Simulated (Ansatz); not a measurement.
Consider InP (space group P4_2/mnm, No. 136; a = 7.277 Å, c = 4.216 Å; a hypothetical phase, not in the database extracts checked).

Calculations: PBE/PAW in Ansatz (an electronic-structure program), without spin-orbit coupling.

Carriers are added at fixed cell with a uniform background; the Fermi–Dirac width is that of 300 K.

One change was made to it. Results:

```tsv
quantity	base	after
Fermi level relative to the doped band's edge (positive inside the band; to 0.05 eV)	–	+0.75 eV
gap character	direct at Γ	direct at Γ
gap between the host's bands	0.58 eV	0.73 eV
largest internal atomic displacement	–	0.083 Å
```

Question: Name the change that was made.
(A) holes 7.0×10^21 cm⁻³
(B) electrons 5.0×10^21 cm⁻³
(C) holes 1.0×10^22 cm⁻³

Answer: C, holes 1.0×10^22 cm⁻³. For comparison, the largest internal atomic displacement in the other runs: electrons 5.0×10^21 cm⁻³ gives 0.028 Å; holes 7.0×10^21 cm⁻³ gives 0.040 Å.

Carriers are added with a uniform compensating background; total energy and stress of such cells depend on the potential's zero and are not compared; many-body gap narrowing is missing at this level. Whether these cells are dynamically stable was not tested.
